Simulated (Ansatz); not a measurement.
## Hf2C (model structure, started from the Cu2Sb type, P4/nmm, No. 129, 6 atoms in the cell)

All values below come from PBEsol in Ansatz (PAW).

Numerical settings: plane-wave cutoff 520 eV, 12×12×8 k mesh (along the axes of the cell as run), Fermi–Dirac smearing 0.05 eV, scalar-relativistic PAW data made under PBE.

Cell (relaxed at this level):

```cif
data_C2Hf4
_chemical_formula_sum 'Hf4 C2'
_space_group_name_H-M_alt 'P4/nmm :1'
_space_group_IT_number 129
_space_group_name_Hall 'P 4ab 2ab -1ab'
_cell_length_a 3.58331
_cell_length_b 3.58331
_cell_length_c 6.79375
_cell_angle_alpha 90.000
_cell_angle_beta 90.000
_cell_angle_gamma 90.000
loop_
_space_group_symop_operation_xyz
  'x, y, z'
  '-y+1/2, x+1/2, z'
  '-x, -y, z'
  'y+1/2, -x+1/2, z'
  'x+1/2, -y+1/2, -z'
  '-y, -x, -z'
  '-x+1/2, y+1/2, -z'
  'y, x, -z'
  '-x+1/2, -y+1/2, -z'
  'y, -x, -z'
  'x+1/2, y+1/2, -z'
  '-y, x, -z'
  '-x, y, z'
  'y+1/2, x+1/2, z'
  'x, -y, z'
  '-y+1/2, -x+1/2, z'
loop_
_atom_site_label
_atom_site_type_symbol
_atom_site_symmetry_multiplicity
_atom_site_Wyckoff_symbol
_atom_site_fract_x
_atom_site_fract_y
_atom_site_fract_z
_atom_site_occupancy
Hf1 Hf 2 a 0.00000 0.00000 0.00000 1
Hf2 Hf 2 c 0.50000 0.00000 0.36925 1
C1 C 2 c 0.00000 0.50000 0.27105 1
```

```yaml
band_gap: zero (no gap)
bulk_modulus: 179 GPa
```

Note: the bulk modulus is −V dP/dV from two relaxed cells at ±2 % in volume; the relaxation could raise the start's symmetry but not lower it, so the cell can be a saddle point.

Spin–orbit coupling is not included; it can open a gap where bands touch, and shift volumes and moduli.

Static lattice: no zero-point or thermal effects.

A model structure was made by putting elements into a prototype or built by hand; it is no filed structure, need not be a known phase, and can be a saddle point held by its symmetry.

Ansatz is an electronic-structure program.
